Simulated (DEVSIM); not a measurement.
System: abrupt GaAs n-p junction, at 300 K.

Layer 1 from the left is GaAs, thickness (μm) 0.0350, Nd (cm⁻³) 1.1e17, τn (s) 9.1e-8, τp (s) 9.1e-8. Layer 2 from the left is GaAs, thickness (μm) 0.790, Na (cm⁻³) 2.3e15, τn (s) 9.1e-8, τp (s) 9.1e-8.

Left contact: ohmic. Right contact: ohmic. Voltage is applied to the left contact. Recombination: SRH at mid-gap, radiative. Mobility is μmin + (μ − μmin)/(1 + (N/Nref)^α).

The device is made up for the run: typed textbook-type constants, with dimensions and the other settings drawn at random. Values at 300 K.

GaAs: gap (eV) 1.424, affinity (eV) 4.07, permittivity 12.9, Nc (cm⁻³) 4.7e17, Nv (cm⁻³) 9e18, μn (cm²/Vs) 8500, μp (cm²/Vs) 400, μn,min 500, μp,min 20, Nref,n 6e16, Nref,p 1.5e17, αn 0.39, αp 0.38, B (cm³/s) 2e-10.

Simulated with DEVSIM: 1D drift-diffusion, Boltzmann statistics, complete ionisation; no tunnelling, impact ionisation, image-force lowering or self-heating.

Problem. What does the simulation give for the dark forward voltage at 100 A/cm², the largest field in the device at zero bias?

Solution. dark forward voltage at 100 A/cm² 1.012 V; largest field in the device at zero bias 29000 V/cm.
